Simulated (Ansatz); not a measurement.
Given:

```xyz
3
Lattice="0.0000 2.9726 2.9726 2.9726 0.0000 2.9726 2.9726 2.9726 0.0000" Properties=species:S:1:pos:R:3 pbc="T T T"
Li     4.4590     4.4590     4.4590
Li     1.4863     1.4863     1.4863
Se     0.0000     0.0000     0.0000
```

Computed with r2SCAN, rigid bands (plane waves, PAW, scalar-relativistic; Ansatz, a first-principles code). Condition of this run: functional r2SCAN on the same cell. Geometry: cell and atoms relaxed with PBEsol.

Question: What conductivity effective mass do dilute electrons have at 300 K?

Answer: 0.38 mₑ.

Question: And the band gap?

Answer: 3.46 eV at this level; semilocal functionals usually fall short of the measured gap.

Rigid bands, one relaxation time for all states, no polarons. Spin-orbit coupling is left out; where it splits the top of the valence band it changes the hole mass and lowers the gap by about a third of the splitting. Geometry: cell and atoms relaxed with PBEsol.

Formula and space group known from diffraction (Crystallography Open Database), not checked to be the room-temperature form: Li2Se (Fm-3m).
